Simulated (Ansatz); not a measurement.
The starting structures come from a database of crystals and need not be the phases stable at ambient conditions.

Tunnelling through a barrier is set by its complex band structure: the current falls as exp(−2κd) with the smallest κ.

Given:

```
CELL_PARAMETERS angstrom
      6.48864     0.00000     0.00000
      3.24432     7.54331     0.00000
      0.00000     1.46247     5.27303
ATOMIC_POSITIONS crystal
  Na 0.68850 0.46120 0.01780
  Na 0.14970 0.53880 0.98220
  H  0.66260 0.81780 0.75880
  H  0.48040 0.18220 0.24120
  H  0.68430 0.79280 0.05360
  H  0.47710 0.20720 0.94640
  S  0.02550 0.95180 0.34550
  S  0.97730 0.04820 0.65450
  S  0.36480 0.73180 0.41790
  S  0.09660 0.26820 0.58210
  O  0.52780 0.81680 0.38590
  O  0.34460 0.18320 0.61410
  O  0.35870 0.64180 0.21860
  O  0.00050 0.35820 0.78140
  O  0.38310 0.61720 0.67620
  O  0.00030 0.38280 0.32380
  O  0.75890 0.74140 0.91710
  O  0.50030 0.25860 0.08290
```

The cell is taken as given; by r2SCAN it stands under a pressure of -2.7 GPa.

Transport runs along the normal of the first two printed cell vectors.

The gap is the functional's own. No spin-orbit coupling. Mid-gap values are those at the computed energy nearest the middle.

Compute, with r2SCAN in Ansatz (a quantum-chemistry and plane-wave program), the band gap and the smallest decay constant κ at mid-gap.

Gap 4.08 eV on a 6×6×6 mesh; κ = 0.353 1/Å, at (-0.333, 0.250) of the in-plane reciprocal vectors. At the zone centre the slowest state has κ = 0.36 1/Å.
